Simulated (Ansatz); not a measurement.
Take MoSi₂ (space group P6_222, No. 180; a cell from a computed database, its experimental status unchecked) as the base.

```xyz
9
Lattice="4.5847 0.0000 0.0000 -2.2923 3.9705 0.0000 0.0000 0.0000 6.5776" Properties=species:S:1:pos:R:3 pbc="T T T"
Si    -1.1655     3.3199     5.4813
Si     1.1268     0.6506     1.0963
Si     0.0000     1.3012     3.2888
Si     3.4578     0.6506     5.4813
Si     1.1655     3.3199     1.0963
Si     2.2923     2.6693     3.2888
Mo     2.2923     0.0000     3.2888
Mo     1.1462     1.9852     5.4813
Mo    -1.1462     1.9852     1.0963
```

Cartesian axes are those of the cell as printed.

All numbers come from r2SCAN (Ansatz, a first-principles code; PAW; 500 eV plane waves; spin-orbit coupling left out), earlier PAW set.

Perturbation: tensor shear ε_yz = −1.36 % (engineering shear γ = -0.0272); the atoms relax in the strained cell.

### Question
Predict the stress tensor and what it implies for the stiffness.

### Answer
Stress of the strained cell less that of the base (GPa, compression positive):
```
   0.05    0.00    0.00
   0.00    0.14    4.25
   0.00    4.25    0.16
```

Then −Δσ/γ with γ = 2ε = -0.0272 gives secant stiffness values (nonlinear terms included at this strain): C44 ≈ 156 GPa.

As a check, the harmonic strain energy −½ V₀ Δσ:ε is 4.8 meV/atom; the computed energy rise is 4.8 meV/atom.

Stability against distortions was not tested.
